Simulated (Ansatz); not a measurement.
Base system: Pd in the fcc (Cu type) structure (space group Fm-3m, No. 225; a = 3.8414 Å; relaxed with 0.1 eV smearing). Axes: x, y, z lie along the cube axes.

The values are results of LDA, PAW, 420 eV (Ansatz, a program for electronic structure; no SOC), not measurements.

Strains are applied to the cell and any free atomic positions relax.

One change was made to it. Results:

```tsv
quantity	base	after
pressure (mean of the normal stresses, compression positive)	0.0 GPa	7.5 GPa
energy relative to the base (free energy F)	0 meV/atom	+12 meV/atom
```

**Question.** Name the change that was made.
A) uniaxial strain ε_zz = −3.00 %
B) uniaxial strain ε_zz = −0.50 %
C) uniaxial strain ε_zz = −2.00 %

**Answer.** A, uniaxial strain ε_zz = −3.00 %. For comparison, the energy relative to the base in the other runs: uniaxial strain ε_zz = −2.00 % gives +5.0 meV/atom; uniaxial strain ε_zz = −0.50 % gives +0.3 meV/atom.

No phonon test of stability was made. The final runs are not spin-polarised.
